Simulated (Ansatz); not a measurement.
**How far to go with shifted k-point meshes: CsCaH3 (P4mm, 5 atoms in the cell)**

```
CsCaH3
1.0
    4.59808     0.00000     0.00000
    0.00000     4.59808     0.00000
    0.00000     0.00000     4.59808
Cs Ca H
1 1 3
Direct
  0.00000   0.00000   0.01087
  0.50000   0.50000   0.50000
  0.50000   0.00000   0.50000
  0.00000   0.50000   0.50000
  0.50000   0.50000   0.00000
```

Method of the run: LDA (PW92), default PAW files made with PBE (plane waves; Ansatz, a quantum-chemistry and plane-wave program).

Base settings: basis.ecutwfc = 420 eV; kpoints.mp_grid.grid = 6 6 6; hamiltonian.xc = lda; hamiltonian.pseudopotentials = {kind: paw} (the program's default PAW files); scf.occupations.method = fixed.

In this ladder: kpoints.mp_grid.shift = 0.5 0.5 0.5.

Shifted meshes do not hold Γ, so a gap read on them misses any band edge there.

Only quantities that move along the ladder and can be compared are tabulated.

The count of work is k-points × plane waves × bands × iterations; it is no time. 

The starting cell comes from a database of computed structures (which also holds hypothetical and non-ambient phases and stackings), without a prior relaxation at this level. Its lattice was rescaled by up to half a per cent. One atom was moved a little off its site on purpose. Ansatz's pressure includes its estimate of the finite-basis (Pulay) stress.

Steps (kpoints.mp_grid.grid): 1 1 1; 2 2 2; 3 3 3; 4 4 4; 5 5 5; 6 6 6; 7 7 7; 8 8 8; 9 9 9; 10 10 10; 12 12 12; 13 13 13; 14 14 14; 16 16 16.

Q: What is the coarsest kpoints.mp_grid.grid that holds the free energy within 0.5 meV/atom of the last step, with all finer ones?

A: 4 4 4, at 0.021 of the last step's count of work; the step before is off by 0.56 meV/atom.

Q: What is the coarsest kpoints.mp_grid.grid that holds the pressure within 0.05 GPa of the last step, with all finer ones?

A: 3 3 3, at 0.021 of the last step's count of work; the step before is off by 0.13 GPa.

```csv
kpoints.mp_grid.grid,free energy less the last step's (meV/atom),pressure (GPa),largest difference of a force vector from the last step's (eV/Å),gap on the mesh (eV),count of work / last
1 1 1,76.99,-7.45,0.111,4.700,0.0041
2 2 2,-1.98,-2.19,0.002,4.265,0.0035
3 3 3,0.56,-2.04,0.001,3.355,0.021
4 4 4,-0.03,-2.06,0.000,3.517,0.021
5 5 5,0.01,-2.06,0.000,3.007,0.062
6 6 6,-0.01,-2.06,0.000,3.168,0.062
7 7 7,0.00,-2.06,0.000,2.903,0.14
8 8 8,0.00,-2.06,0.000,3.016,0.14
9 9 9,0.00,-2.06,0.000,2.859,0.26
10 10 10,0.00,-2.06,0.000,2.940,0.26
12 12 12,0.00,-2.06,0.000,2.896,0.44
13 13 13,0.00,-2.06,0.000,2.824,0.68
14 14 14,0.00,-2.06,0.000,2.869,0.68
16 16 16,0.00,-2.06,0.000,2.852,1.0
```

The gap on the mesh jumps up and down from mesh to mesh; it is no smooth measure of convergence.

Keys are those of Ansatz 0.2.
